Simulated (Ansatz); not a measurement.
# Pressure series in CdSe

The parent structure is CdSe in the zinc blende structure (space group F-43m, No. 216).

```
CELL_PARAMETERS angstrom
      0.00000     3.09821     3.09821
      3.09821     0.00000     3.09821
      3.09821     3.09821     0.00000
ATOMIC_POSITIONS crystal
  Cd 0.00000 0.00000 0.00000
  Se 0.25000 0.25000 0.25000
```

Cell and atoms are relaxed at each pressure.

Method: Ansatz (an electronic-structure program), PBE, PAW, cutoff 420 eV, no spin-orbit coupling.

Candidates:
(a) pressure 9 GPa
(b) pressure 2.1 GPa
(c) pressure −1 GPa

Base values:

| Property | Result |
|---|---|
| Band gap | 0.49 eV |

Order them by band gap, lowest first.

(c) pressure −1 GPa (0.45 eV), (b) pressure 2.1 GPa (0.58 eV), (a) pressure 9 GPa (0.79 eV)

Load acts through the strain it causes; cell and atoms are relaxed under it. Whether these cells are dynamically stable was not tested. Tetrahedral semiconductors of this kind turn to denser phases somewhere between about 1 and 50 GPa; those were not computed, so compressed cells here can lie past the real transition.
